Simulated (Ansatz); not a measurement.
# BN: energy against volume

BN (zinc blende, F-43m, 5.879 Å³/atom and stress up to 0.01 GPa in the relaxed cell, cube axes along x, y and z) under an equal strain ε along all three axes. r2SCAN in Ansatz, a plane-wave DFT program (PAW, default set), 500 eV, 16×16×16 Γ-centred mesh, Fermi-Dirac smearing 0.05 eV; ions are relaxed, or left where forces stay under 0.02 eV/Å, within the symmetry of each cell.

Here V stands for volume and E for E less E0.

```
volume (Å³/atom)  E less E0 (meV/atom)  pressure (GPa)
----------------  --------------------  --------------
5.3660                               ?               ?
5.5336                           27.31           26.52
5.6188                           15.16           19.30
5.7048                            6.65           12.49
5.7916                            1.64            6.06
5.8794                            0.00            0.00
5.9680                            1.60           -5.70
6.0576                            6.30          -11.07
6.1480                           13.99          -16.13
6.2393                           24.55          -20.88
```

Question: Using the third-order Birch-Murnaghan form, a cubic in V^(-2/3), estimate the missing E at V = 5.3660 from the other rows, showing the fit.

Answer: With u = V^(-2/3) - 0.307, the rows have u = 0.012640, 0.009401, 0.006213, 0.003076, -0.000019, -0.003065, -0.006069, -0.009027, -0.011941. Least squares gives E = 0.002 + 7.39·u + 171597·u² - 98745·u³. Residuals (row less fit): -0.002, 0.005, 0.002, -0.005, -0.002, 0.006, 0.000, -0.001, 0.001; standard error 0.004 (degrees of freedom: 5). Its minimum lies at u = -0.000022, so V0 = (0.306978)^(-3/2) = 5.879. There d²E/du² = 343200 and d³E/du³ = -592500, so B0 = (4/9) × 5.879^(-7/3) × 343200 × 0.160218 = 392 GPa (the last factor turns the table's units into GPa), and B0' = 4 + (2/3) × 0.306978 × (-592500)/343200 = 3.6. B0' rests on the cubic coefficient alone and has a standard error of 0.1 from these residuals. At the withheld row, u = 0.019262, so E = 0.002 + 7.39 × 0.019262 + 171597 × 0.019262² - 98745 × 0.019262³ = 63.105 meV/atom. The calculation gives 63.11 meV/atom, which the fit meets to the printed digits. The row lies outside the fitted rows, so this is an extrapolation. The scatter of the fitted rows lies at the last printed digit.

Other structures, which can take over under pressure, weren't tried. The same form fitted to the pressure column gives B0' = 3.6; series where the two differ by over 0.4 aren't shown. Rows are the converged runs of the series near zero and its far end, less any whose ions stayed unrelaxed beside relaxed ones; series whose fitted rows scatter by over a few per cent of the range, as at a crossing or softening among them, aren't shown in this form.
